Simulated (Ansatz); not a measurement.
# Pressure series in GaAs

Start from GaAs in the zinc blende structure (space group F-43m, No. 216).

```cif
data_As4Ga4
_chemical_formula_sum 'Ga4 As4'
_space_group_name_H-M_alt 'F-43m'
_space_group_IT_number 216
_space_group_name_Hall 'F -4 2 3'
_cell_length_a 5.60279
_cell_length_b 5.60279
_cell_length_c 5.60279
_cell_angle_alpha 90.000
_cell_angle_beta 90.000
_cell_angle_gamma 90.000
loop_
_atom_site_label
_atom_site_type_symbol
_atom_site_symmetry_multiplicity
_atom_site_Wyckoff_symbol
_atom_site_fract_x
_atom_site_fract_y
_atom_site_fract_z
_atom_site_occupancy
Ga1 Ga 4 a 0.00000 0.00000 0.00000 1
As1 As 4 d 0.75000 0.75000 0.75000 1
```
(The calculation used a cell of 2 atoms; values per cell refer to that cell.)

Cell and atoms are relaxed at each pressure.

Calculations: DFT with LDA, PAW potentials and a 420 eV plane-wave cutoff in Ansatz (a program for electronic structure), without spin-orbit coupling.

Two rows of this table had their results exchanged by mistake.

```json
[
 {"pressure": "pressure −2 GPa", "volume per atom (Å³)": "22.63", "shortest distance (Å)": "2.450", "band gap": "0.27 eV"},
 {"pressure": "pressure −1 GPa", "volume per atom (Å³)": "21.41", "shortest distance (Å)": "2.405", "band gap": "0.69 eV"},
 {"pressure": "pressure 0.9 GPa", "volume per atom (Å³)": "21.73", "shortest distance (Å)": "2.417", "band gap": "0.58 eV"},
 {"pressure": "pressure 2.1 GPa", "volume per atom (Å³)": "22.29", "shortest distance (Å)": "2.437", "band gap": "0.38 eV"},
 {"pressure": "pressure 4.5 GPa", "volume per atom (Å³)": "20.84", "shortest distance (Å)": "2.383", "band gap": "0.90 eV"},
 {"pressure": "pressure 9 GPa", "volume per atom (Å³)": "19.96", "shortest distance (Å)": "2.349", "band gap": "1.09 eV"},
 {"pressure": "pressure 15 GPa", "volume per atom (Å³)": "19.03", "shortest distance (Å)": "2.312", "band gap": "0.99 eV"},
 {"pressure": "pressure 22.5 GPa", "volume per atom (Å³)": "18.11", "shortest distance (Å)": "2.274", "band gap": "0.87 eV"},
 {"pressure": "pressure 30 GPa", "volume per atom (Å³)": "17.37", "shortest distance (Å)": "2.243", "band gap": "0.76 eV"}
]
```

Q: Which two?

A: The rows for pressure −1 GPa and pressure 2.1 GPa: the volume has to fall steadily with pressure, so 22.29 Å³ belongs to pressure −1 GPa and 21.41 Å³ to pressure 2.1 GPa.

Load acts through the strain it causes; cell and atoms are relaxed under it. Whether these cells are dynamically stable was not tested. Measured, GaAs leaves this structure (for a Cmcm phase) near 15 GPa (room temperature; as listed in arXiv:1906.07825). A zero or small gap of GaAs under pressure −2 GPa can be the functional's error rather than a property of the material.
